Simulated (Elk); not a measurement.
**A self-consistent single point of GaAg3 (Pm-3m, 4 atoms in the cell) with Elk**

Computed with Elk with LDA (PW92), all-electron FP-LAPW, Elk's shipped species files, APW+lo basis with extra local orbitals.

Input:

```
tasks
  0

xctype
  3

tforce
  .true.

rgkmax
  7.5

gmaxvr
  18.0

lmaxapw
  10

lmaxo
  8

nxlo
  2

lorbcnd
  .true.

lradstp
  2

nrmtscf
  2.0

rmtscf
  0.97

lmaxi
  4

stype
  3

swidth
  0.00183747

scale
  1.889726125

avec
    4.0278350000    0.0000000000    0.0000000000
    0.0000000000    4.0278350000    0.0000000000
    0.0000000000    0.0000000000    4.0278350000

atoms
  2   : nspecies
  'Ga.in'   : spfname
  1   : natoms; atposl, bfcmt below
  0.0000000000  0.0000000000  0.0000000000    0.0 0.0 0.0
  'Ag.in'   : spfname
  3   : natoms; atposl, bfcmt below
  0.5000000000  0.0000000000  0.5000000000    0.0 0.0 0.0
  0.0000000000  0.5000000000  0.5000000000    0.0 0.0 0.0
  0.5000000000  0.5000000000  0.0000000000    0.0 0.0 0.0

ngridk
  11 11 11
```

The program printed (abridged):

```
│ Elk code version 10.2.4 │

All units are atomic (Hartree, Bohr, etc.)

│ Ground-state run starting from atomic densities │

Lattice vectors :
   7.611505027       0.000000000       0.000000000
   0.000000000       7.611505027       0.000000000
   0.000000000       0.000000000       7.611505027

Unit cell volume      :    440.9726105
Brillouin zone volume :   0.5625070754

Muffin-tin inner radius fraction :   0.1000000000E-01

Nuclei treated as point charges

Species :    1 (Ga)
 parameters loaded from : Ga.in
 name : gallium
 nuclear charge    :   -31.00000000
 electronic charge :    31.00000000
 atomic mass :    127097.2538
 muffin-tin radius :    2.328000000
 number of radial points in muffin-tin :    999
 atomic positions (lattice), magnetic fields (Cartesian) :
   1 :   0.00000000  0.00000000  0.00000000    0.00000000  0.00000000  0.00000000

Species :    2 (Ag)
 parameters loaded from : Ag.in
 name : silver
 nuclear charge    :   -47.00000000
 electronic charge :    47.00000000
 atomic mass :    196631.6997
 muffin-tin radius :    2.522000000
 number of radial points in muffin-tin :   1199
 atomic positions (lattice), magnetic fields (Cartesian) :
   1 :   0.50000000  0.00000000  0.50000000    0.00000000  0.00000000  0.00000000
   2 :   0.00000000  0.50000000  0.50000000    0.00000000  0.00000000  0.00000000
   3 :   0.50000000  0.50000000  0.00000000    0.00000000  0.00000000  0.00000000

Total number of atoms per unit cell :    4

Spin treatment :
 spin-unpolarised

Number of Bravais lattice symmetries :   48
Number of crystal symmetries         :   48
Crystal has inversion symmetry
Real symmetric eigensolver will be used

k-point grid :     11    11    11
k-point offset :    0.000000000       0.000000000       0.000000000
k-point set is reduced with full crystal symmetry group
Total number of k-points :       56

Muffin-tin radius times maximum |G+k| :    7.500000000
 using average radius
   [... lines left out ...]
 potential will be trimmed for |G| > 2 gkmax
Constant for pseudocharge density :   11
Radial integration step length :    2

G-vector grid sizes :     45    45    45
Number of G-vectors :    43507

Maximum angular momentum used for
 APW functions                      :   10
 outer part of muffin-tin           :    8
 inner part of muffin-tin           :    4

Total nuclear charge    :   -172.0000000
Total core charge       :    102.0000000
Total valence charge    :    70.00000000
Total excess charge     :    0.000000000
Total electronic charge :    172.0000000

Effective Wigner radius, rₛ :   0.8490465855

Number of empty states         :   16
Total number of valence states :   51
Total number of core states    :  102

Conduction state local-orbitals added automatically
Total number of local-orbitals :  456

Exchange-correlation functional :      3     0     0
 Perdew-Wang/Ceperley-Alder, Phys. Rev. B 45, 13244 (1992)
 gradient requirement :    0
 local density approximation (LDA)

Smearing type :    3
 Fermi-Dirac
Smearing width :   0.1837470000E-02
Effective electronic temperature (K) :    580.2271348

Mixing type :    3
 Broyden mixing, J. Phys. A: Math. Gen. 17, L317 (1984)

Kohn-Sham potential initialised from atomic data
│ Self-consistent loop started │
│ Loop number : 1 │
 total energy                :     -17863.1461203
│ Loop number : 2 │
 total energy                :     -17863.9898052
RMS change in Kohn-Sham potential (target) :   0.1300550524     (  0.1000000000E-05)
Absolute change in total energy (target)   :   0.8436848517     (  0.1000000000E-03)
│ Loop number : 3 │
 total energy                :     -17877.0912174
RMS change in Kohn-Sham potential (target) :   0.5573151252E-01 (  0.1000000000E-05)
Absolute change in total energy (target)   :    13.31233348     (  0.1000000000E-03)
│ Loop number : 4 │
 total energy                :     -17878.5992181
RMS change in Kohn-Sham potential (target) :   0.4303525597E-01 (  0.1000000000E-05)
Absolute change in total energy (target)   :    4.836084098     (  0.1000000000E-03)
│ Loop number : 5 │
 total energy                :     -17879.0844070
RMS change in Kohn-Sham potential (target) :   0.2340775375E-01 (  0.1000000000E-05)
Absolute change in total energy (target)   :    1.694209830     (  0.1000000000E-03)
   [... lines left out ...]
Absolute change in total energy (target)   :   0.3644721659E-02 (  0.1000000000E-03)
│ Loop number : 13 │
 total energy                :     -17878.6513292
RMS change in Kohn-Sham potential (target) :   0.1024803776E-05 (  0.1000000000E-05)
Absolute change in total energy (target)   :   0.2413263246E-03 (  0.1000000000E-03)
│ Loop number : 14 │
 total energy                :     -17878.6515304
RMS change in Kohn-Sham potential (target) :   0.4600609314E-06 (  0.1000000000E-05)
Absolute change in total energy (target)   :   0.1408981734E-03 (  0.1000000000E-03)
│ Loop number : 15 │
 total energy                :     -17878.6517614
RMS change in Kohn-Sham potential (target) :   0.3582614159E-07 (  0.1000000000E-05)
Absolute change in total energy (target)   :   0.2662091101E-03 (  0.1000000000E-03)
│ Loop number : 16 │
 total energy                :     -17878.6517728
RMS change in Kohn-Sham potential (target) :   0.1437926391E-07 (  0.1000000000E-05)
Absolute change in total energy (target)   :   0.7789773736E-04 (  0.1000000000E-03)
Convergence targets achieved

│ Loop number : 17 │

Energies :
 Fermi                       :     0.280381020808
 sum of eigenvalues          :     -10650.1993792
 electron kinetic            :      18648.8465564
 core electron kinetic       :      17920.1313155
 Coulomb                     :     -36020.9565554
 Coulomb potential           :     -28627.5302153
 nuclear-nuclear             :     -1790.68051635
 electron-nuclear            :     -39833.0218628
 Hartree                     :      5602.74582374
 Madelung                    :     -21707.1914478
 xc potential                :     -671.515720273
 exchange                    :     -490.343096897
 correlation                 :     -16.1982777228
 electron entropic           :    -0.398253424153E-03
 total energy                :     -17878.6517719

Density of states at Fermi energy :    34.74681713
 (states/Hartree/unit cell)

Estimated indirect band gap :   0.1456070577E-02
 from k-point      8 to k-point     23
Estimated direct band gap   :   0.1118315143E-01
 at k-point     49

Charges :
 core                        :    102.0000000
 valence                     :    70.00000000
 interstitial                :    4.962280279
 muffin-tins (core leakage)
  species :    1 (Ga)
   atom    1                 :    29.45936352     (  0.1121973840E-02)
  species :    2 (Ag)
   atom    1                 :    45.85945207     (  0.2866009652E-08)
   atom    2                 :    45.85945207     (  0.2866009652E-08)
   atom    3                 :    45.85945207     (  0.2866009652E-08)
 total in muffin-tins        :    167.0377197
 total calculated charge     :    171.9987053
 total charge                :    172.0000000
 error                       :   0.1294699008E-02

│ Self-consistent loop stopped │

Forces :
 species :    1 (Ga)
  atom :    1
   Hellmann-Feynman          :    -0.00000000    0.00000000    0.00000000
   IBS                       :     0.00000000    0.00000000    0.00000000
   total force               :    -0.00000000    0.00000000    0.00000000
   total magnitude           :     0.00000000
 species :    2 (Ag)
  atom :    1
   Hellmann-Feynman          :     0.00000000    0.00000000    0.00000000
   IBS                       :    -0.00000000    0.00000000    0.00000000
   total force               :    -0.00000000    0.00000000    0.00000000
   total magnitude           :     0.00000000
  atom :    2
   Hellmann-Feynman          :    -0.00000000    0.00000000    0.00000000
   IBS                       :     0.00000000    0.00000000    0.00000000
   total force               :     0.00000000    0.00000000    0.00000000
   total magnitude           :     0.00000000
  atom :    3
   Hellmann-Feynman          :     0.00000000    0.00000000    0.00000000
   IBS                       :    -0.00000000    0.00000000    0.00000000
   total force               :     0.00000000    0.00000000    0.00000000
   total magnitude           :     0.00000000
```

The run converged in 17 iterations. The count includes the last loop, which Elk runs after its targets are met.

The starting cell comes from a database of computed structures (which also holds hypothetical and non-ambient phases and stackings), without a prior relaxation at this level. Its lattice was rescaled by a random factor within 2.5 % of one. Values depend on the basis (sphere radii, cutoffs, local orbitals), which need not be converged. The log's line on a gap gives a spacing of levels on this mesh, which the program prints for metals too.

Cost on one core of a shared machine: roughly 4 min.
